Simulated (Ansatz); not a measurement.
CsCl-type CoAl was calculated with LDA in Ansatz (PAW).

Numerical settings: plane-wave cutoff 500 eV, 20×20×20 k mesh, Fermi–Dirac smearing 0.1 eV, no spin polarisation, scalar-relativistic PAW data made under PBE.

Computed at the level's own relaxed cell.

Problem. Estimate the volume per atom and lattice constant a that the calculation returns.

Solution. 
- volume per atom: 10.91 Å³/atom
- lattice constant a: 2.795 Å

Measured, for comparison: equilibrium volume per atom 11.71 Å³/atom, lattice constant a 2.861 Å (room temperature, not corrected to a static lattice; as tabulated in Yamada et al. (2019), arXiv:1910.09660). Computed (rounded) less measured: equilibrium volume per atom -6.8 %, lattice constant a -2.3 %.

Computing time: around 50 core-seconds (rough).

Ansatz is a quantum-chemistry and plane-wave program.
